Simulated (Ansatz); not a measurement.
Worked example: dielectric-response calculation of KF (Fm-3m, 2 atoms in the cell) in Ansatz (an electronic-structure program).

Method of the run: PBE (plane waves, PAW; Ansatz).

```
CELL_PARAMETERS angstrom
      0.00000     2.68838     2.68838
      2.68838     0.00000     2.68838
      2.68838     2.68838     0.00000
ATOMIC_POSITIONS crystal
  K  0.00000 0.00000 0.00000
  F  0.50000 0.50000 0.50000
```

Reference input (self-consistent single point, DFT, PBE, plane waves, default PAW files): basis.ecutwfc = 30.9 Ry; kpoints.mp_grid.grid = 8 8 8; hamiltonian.xc = pbe; hamiltonian.pseudopotentials = {kind: paw} (the program's default PAW files); scf.occupations.method = fermi_dirac; scf.occupations.width = 0.0037 Ry. This run's input differs from it in these lines:

Ansatz 0.2 input:
```diff
@@ -11,3 +11,3 @@
 kpoints:
-  mp_grid: { grid: [8, 8, 8] }
+  mp_grid: { grid: [13, 13, 13] }
 hamiltonian:
@@ -16,7 +16,4 @@
 scf:
-  occupations: { method: fermi_dirac, width: 0.0037 Ry }
-output:
-  forces: true
-  eigenvalues: true
-  stress: true
+  occupations: { method: fixed }
+dielectric: {}
```

Output, abridged:

```
SCF iter   1: F=—  HF=-2348.800895 eV  |F-HF|=—  |Δ(HF+E_count)|=         —  Δρ=6.63e-4  dr2=8.25e-5  ethr=1.77e-3  ⟨swp⟩=4.2  Hψ=12726  notcnv=0  defer=345
all-band conjugate gradients solve this SCF's bands
preconditioner: auto → none
SCF iter   2: F=—  HF=-2348.800858 eV  |F-HF|=—  |Δ(HF+E_count)|=   3.75e-5  Δρ=1.02e-3  dr2=3.10e-4  ethr=5.16e-7  ⟨swp⟩=2.0  Hψ=5888  notcnv=0  defer=390
   [... lines left out ...]
SCF iter   6: F=—  HF=-2348.800828 eV  |F-HF|=—  |Δ(HF+E_count)|=   8.45e-7  Δρ=7.03e-5  dr2=1.48e-6  ethr=3.51e-8  ⟨swp⟩=1.0  Hψ=2352  notcnv=0
SCF iter   7: F=—  HF=-2348.800828 eV  |F-HF|=—  |Δ(HF+E_count)|=   2.29e-7  Δρ=1.39e-5  dr2=5.91e-8  ethr=9.23e-9  ⟨swp⟩=2.0  Hψ=2916  notcnv=0
SCF iter   8: F=—  HF=-2348.800828 eV  |F-HF|=—  |Δ(HF+E_count)|=   1.43e-8  Δρ=3.46e-6  dr2=3.58e-9  ethr=3.69e-10  ⟨swp⟩=2.0  Hψ=2865  notcnv=0
SCF iter   9: F=-2348.800828 eV  HF=-2348.800828 eV  |F-HF|=1.27e-11  |Δ(HF+E_count)|=  9.04e-10  Δρ=2.14e-7  dr2=1.37e-11  ethr=1.00e-12  ⟨swp⟩=2.4  Hψ=9747  notcnv=0
SCF 1 converged in 9 iterations: F = -2348.800828 eV  dr2 = 1.37e-11
DFPT response loops at Γ: preconditioner auto → none (the input reference at scf.mixing.eps_inf says where Resta's filter doesn't serve); β = 0.50 …
Free energy (F): -2348.800828 eV
Internal energy: -2348.800828 eV  (E = F + TS)
E sigma→0 (E₀):  -2348.800828 eV
Fermi energy:    1.334697 eV
--- Dielectric response (ions clamped): 1 representative field direction + reference, on 196 of 2197 k-points (Σ response iterations 7) ---
  k mesh reduced under 8 symmetry operations, with k and −k counted as one. Each operation leaves every solved perturbation unchanged …
  ε∞ (high-frequency dielectric tensor):
        1.973681     0.000000    -0.000000
   [... lines left out ...]
         0.00000    1.13558    0.00000
         0.00000   -0.00000    1.13558
    site 1:
        -1.13558    0.00000    0.00000
         0.00000   -1.13558   -0.00000
         0.00000    0.00000   -1.13558
  Z* charge neutrality: 3.150e-5 e pre-enforcement
  k-mesh period / interband length: 49.4 Å / 0.85 Å = 58.48 at k = (0.0000, 0.0000, 0.0000), direct gap 6.085 eV — 14 or more, which is no proof of convergence
```

The run converged in 9 iterations. 

Summary of the result:
Free energy E − TS (on the zero of these files): -2348.8008 eV
Top of the valence band (on the code's own zero): 1.33 eV
Gap on the k-point mesh: 6.09 eV
ε∞ at this k-point mesh, which may be far from converged in small-gap cells (xx, yy, zz): 1.97, 1.97, 1.97
Born charges at this mesh (mean of the diagonal, e): K 1.14, F -1.14

The starting cell has typed, rounded lattice constants, without a prior relaxation at this level. Its lattice was rescaled by up to half a per cent.

Cost on one core of a shared machine: roughly 30 s.
